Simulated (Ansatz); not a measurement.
Input:

End structure of the (100) surface of rock-salt TiC, Al on all Ti sites of the second plane (bottom of the slab: a bare face, its two planes held):

```yaml
crystal:
  lattice:
    - [3.06391, 0.00000, 0.00000]
    - [0.00000, 3.06391, 0.00000]
    - [0.00000, 0.00000, 26.50000]
  atoms:
    - { symbol: C, position: [0.00000, 0.00000, 0.30444] }
    - { symbol: Ti, position: [0.50000, 0.50000, 0.30444] }
    - { symbol: C, position: [0.50000, 0.50000, 0.38620] }
    - { symbol: Ti, position: [0.00000, 0.00000, 0.38620] }
    - { symbol: C, position: [0.00000, 0.00000, 0.46740] }
    - { symbol: Ti, position: [0.50000, 0.50000, 0.46810] }
    - { symbol: C, position: [0.50000, 0.50000, 0.54976] }
    - { symbol: Ti, position: [0.00000, 0.00000, 0.55111] }
    - { symbol: C, position: [0.00000, 0.00000, 0.63087] }
    - { symbol: Al, position: [0.50000, 0.50000, 0.63089] }
    - { symbol: C, position: [0.50000, 0.50000, 0.71367] }
    - { symbol: Ti, position: [0.00000, 0.00000, 0.70771] }
```

Slab: 12 atoms, 10.4 Å thick at the start with caps and adatoms (thin: gaps and levels are the slab's own); k 12x12x1, smearing 0.1 eV, dipole-corrected; 4 atoms held, the rest relaxed; symmetry of the start imposed; no spin, no spin-orbit, no U. In PBE it lies 0.37 eV a 1x1 cell over the lowest computed structure of the same composition (Al on all Ti sites of the top plane).

Task: What work function of the top face does PBE (Ansatz, a program for electronic structure) give?

Result: 4.92 eV
